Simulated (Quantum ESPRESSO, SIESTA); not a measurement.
A Quantum ESPRESSO input for a self-consistent single point of MnSi (P2_13, 8 atoms in the cell) (DFT, PBE, plane waves, SSSP 1.1.2 efficiency (PBE) pseudopotentials):

```fortran
&CONTROL
 calculation = 'scf'
 prefix = 'scf'
 outdir = './work'
 pseudo_dir = './'
 verbosity = 'high'
 tprnfor = .true.
 tstress = .true.
/
&SYSTEM
 ibrav = 0
 nat = 8
 ntyp = 2
 ecutwfc = 50
 ecutrho = 400
 occupations = 'smearing'
 smearing = 'fermi-dirac'
 degauss = 0.0036749
 nspin = 2
 starting_magnetization(1) = 0.267
/
&ELECTRONS
 conv_thr = 1.0d-9
 mixing_beta = 0.2
/
ATOMIC_SPECIES
Mn    54.9380  mn_pbe_v1.5.uspp.F.UPF
Si    28.0850  Si.pbe-n-rrkjus_psl.1.0.0.UPF
ATOMIC_POSITIONS {crystal}
Mn    0.3635400000    0.1364600000    0.8635400000
Mn    0.1364600000    0.8635400000    0.3635400000
Mn    0.8635400000    0.3635400000    0.1364600000
Mn    0.6364600000    0.6364600000    0.6364600000
Si    0.6542200000    0.8457800000    0.1542200000
Si    0.8457800000    0.1542200000    0.6542200000
Si    0.1542200000    0.6542200000    0.8457800000
Si    0.3457800000    0.3457800000    0.3457800000
K_POINTS {automatic}
5 5 5  0 0 0
CELL_PARAMETERS {angstrom}
   4.4842500000     0.0000000000     0.0000000000
   0.0000000000     4.4842500000     0.0000000000
   0.0000000000     0.0000000000     4.4842500000
```

**Question.** Translate this input to SIESTA.

**Answer.** This is the input that was run; spellings and numerical settings could be chosen otherwise.

```
# files in the folder: Mn.psml Si.psml (PseudoDojo PBE standard)
SystemName  MnSi
SystemLabel MnSi

NumberOfAtoms                8
NumberOfSpecies              2
%block ChemicalSpeciesLabel
  1 25 Mn
  2 14 Si
%endblock ChemicalSpeciesLabel
LatticeConstant              1.0 Ang
%block LatticeVectors
     4.484250000    0.000000000    0.000000000
     0.000000000    4.484250000    0.000000000
     0.000000000    0.000000000    4.484250000
%endblock LatticeVectors
AtomicCoordinatesFormat      ScaledCartesian
%block AtomicCoordinatesAndAtomicSpecies
     1.630204245    0.611920755    3.872329245  1
     0.611920755    3.872329245    1.630204245  1
     3.872329245    1.630204245    0.611920755  1
     2.854045755    2.854045755    2.854045755  1
     2.933686035    3.792688965    0.691561035  2
     3.792688965    0.691561035    2.933686035  2
     0.691561035    2.933686035    3.792688965  2
     1.550563965    1.550563965    1.550563965  2
%endblock AtomicCoordinatesAndAtomicSpecies

XC.functional                GGA
XC.authors                   PBE
PAO.BasisSize                TZP
PAO.EnergyShift              0.01 Ry
MeshCutoff                   400 Ry
%block kgrid.MonkhorstPack
    5   0   0  0.0
    0   5   0  0.0
    0   0   5  0.0
%endblock kgrid.MonkhorstPack
OccupationFunction           FD
ElectronicTemperature        50.0 meV
Spin                         polarized
%block DM.InitSpin
  1 +4.00
  2 +4.00
  3 +4.00
  4 +4.00
  5 +0.00
  6 +0.00
  7 +0.00
  8 +0.00
%endblock DM.InitSpin

MaxSCFIterations             150
SCF.Mixer.Method             Broyden
SCF.Mixer.Weight             0.1
SCF.Mixer.History            6
SCF.DM.Tolerance             1.0E-05
Diag.ParallelOverK           true
WriteForces                  true
Charge.Mulliken              end
```

Basis settings and potentials, where a program has them, do not carry over. This input uses DFT, GGA PBE, numerical atomic orbitals TZP, PseudoDojo PBE standard norm-conserving potentials (rewritten from UPF to PSML).

The starting cell comes from a database of computed structures (which also holds hypothetical and non-ambient phases and stackings), without a prior relaxation at this level.
